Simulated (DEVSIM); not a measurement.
Device: Al0.25Ga0.75As/GaAs p-n heterojunction, at 350 K.

Layer 1 from the left is Al0.25Ga0.75As, thickness (μm) 1.00, Na (cm⁻³) 3.6e17, τn (s) 7.3e-10, τp (s) 7.3e-10. Layer 2 from the left is GaAs, thickness (μm) 0.180, Nd (cm⁻³) 2e16, τn (s) 7.3e-10, τp (s) 7.3e-10.

Left contact: ohmic. Right contact: ohmic. Voltage is applied to the left contact. Recombination: SRH at mid-gap, radiative, Auger. Mobility is μmin + (μ − μmin)/(1 + (N/Nref)^α).

Constants are typed, rounded textbook-type inputs, not results; the design itself was drawn at random and stands for no fabricated device. Values at 300 K; Nc and Nv go as T^1.5, mobilities as T to minus their exponent, the gap by Varshni's rule with the affinity fixed.

Al0.25Ga0.75As: gap (eV) 1.7357, affinity (eV) 3.8725, permittivity 12.19, Nc (cm⁻³) 6.5e17, Nv (cm⁻³) 9e18, μn (cm²/Vs) 4375, μp (cm²/Vs) 221, μn,min 500, μp,min 20, Nref,n 6e16, Nref,p 1.5e17, αn 0.39, αp 0.38, T exponent of μn 2.1, T exponent of μp 2.2, B (cm³/s) 2e-10, Cn (cm⁶/s) 1e-30, Cp (cm⁶/s) 1e-30, Varshni α (eV/K) 0.000541, Varshni β (K) 204. GaAs: gap (eV) 1.424, affinity (eV) 4.07, permittivity 12.9, Nc (cm⁻³) 4.7e17, Nv (cm⁻³) 9e18, μn (cm²/Vs) 8500, μp (cm²/Vs) 400, μn,min 500, μp,min 20, Nref,n 6e16, Nref,p 1.5e17, αn 0.39, αp 0.38, T exponent of μn 2.1, T exponent of μp 2.2, B (cm³/s) 2e-10, Cn (cm⁶/s) 1e-30, Cp (cm⁶/s) 1e-30, Varshni α (eV/K) 0.000541, Varshni β (K) 204.

Model (solved in DEVSIM): 1D drift-diffusion, Boltzmann statistics, complete ionisation; no tunnelling, impact ionisation, image-force lowering or self-heating. Band offsets follow the typed affinities; no thermionic-emission limit at abrupt steps, no polarisation charge.

Question: What does the simulation give for the dark forward voltage at 100 A/cm², the dark forward voltage at 1 A/cm²?

Answer: dark forward voltage at 100 A/cm² 1.019 V; dark forward voltage at 1 A/cm² 0.852 V.
